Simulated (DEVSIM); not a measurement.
Device: abrupt Si p-n junction, at 350 K.

| layer (left to right) | material | thickness (μm) | Nd (cm⁻³) | Na (cm⁻³) | τn (s) | τp (s) |
|---|---|---|---|---|---|---|
| 1 | Si | 5.40 | - | 1.4e17 | 3.3e-6 | 3.3e-6 |
| 2 | Si | 54.0 | 7.5e15 | - | 3.3e-6 | 3.3e-6 |

Left contact: ohmic. Right contact: ohmic. Voltage is applied to the left contact. Recombination: SRH at mid-gap, radiative. Mobility is μmin + (μ − μmin)/(1 + (N/Nref)^α).

Constants are typed, rounded textbook-type inputs, not results; the design itself was drawn at random and stands for no fabricated device. Values at 300 K; Nc and Nv go as T^1.5, mobilities as T to minus their exponent, the gap by Varshni's rule with the affinity fixed.

```tsv
parameter	Si
gap (eV)	1.124
affinity (eV)	4.05
permittivity	11.7
Nc (cm⁻³)	2.86e19
Nv (cm⁻³)	3.1e19
μn (cm²/Vs)	1417
μp (cm²/Vs)	470
μn,min	52
μp,min	45
Nref,n	9.7e16
Nref,p	2.2e17
αn	0.68
αp	0.72
T exponent of μn	2.3
T exponent of μp	2.2
B (cm³/s)	4.7e-15
Varshni α (eV/K)	0.000473
Varshni β (K)	636
```

DEVSIM, 1D drift-diffusion, Boltzmann statistics, complete ionisation; no tunnelling, impact ionisation, image-force lowering or self-heating.

Question: Tabulate band edges, carrier densities and field at 0.9 V on the left contact.

Answer: Energies count from the Fermi level of the right contact; mesh points crowd at the junctions.

| x (μm) | Ec (eV) | Ev (eV) | n (cm⁻³) | p (cm⁻³) | field (V/cm) |
|---|---|---|---|---|---|
| 0.000 | 0.041 | -1.070 | 1000000 | 1.4e17 | 29 |
| 0.04237 | 0.041 | -1.070 | 2.6e14 | 1.4e17 | 29 |
| 0.1589 | 0.041 | -1.069 | 9.6e14 | 1.4e17 | 28 |
| 0.4999 | 0.042 | -1.068 | 3.0e15 | 1.4e17 | 28 |
| 1.967 | 0.046 | -1.065 | 1.1e16 | 1.5e17 | 25 |
| 4.055 | 0.051 | -1.060 | 2.1e16 | 1.6e17 | 22 |
| 4.946 | 0.053 | -1.058 | 2.5e16 | 1.7e17 | 21 |
| 5.298 | 0.054 | -1.057 | 2.7e16 | 1.7e17 | 20 |
| 5.380 | 0.052 | -1.059 | 2.9e16 | 1.6e17 | -2000 |
| 5.412 | 0.030 | -1.081 | 5.9e16 | 7.6e16 | -4500 |
| 5.476 | 0.025 | -1.086 | 7.1e16 | 6.4e16 | ≈ 0 |
| 5.777 | 0.025 | -1.085 | 7.1e16 | 6.3e16 | 19 |
| 6.487 | 0.027 | -1.084 | 7.0e16 | 6.3e16 | 19 |
| 8.455 | 0.031 | -1.080 | 6.8e16 | 6.1e16 | 19 |
| 17.70 | 0.050 | -1.061 | 5.9e16 | 5.1e16 | 22 |
| 37.38 | 0.104 | -1.007 | 3.9e16 | 3.2e16 | 34 |
| 51.47 | 0.168 | -0.943 | 2.3e16 | 1.5e16 | 63 |
| 56.56 | 0.209 | -0.902 | 1.5e16 | 7.4e15 | 110 |
| 58.71 | 0.239 | -0.872 | 1.0e16 | 2.5e15 | 190 |
| 59.16 | 0.249 | -0.862 | 8.5e15 | 9.7e14 | 260 |
| 59.33 | 0.254 | -0.857 | 7.8e15 | 3.1e14 | 300 |
| 59.40 | 0.256 | -0.855 | 7.5e15 | 1.9e7 | 310 |
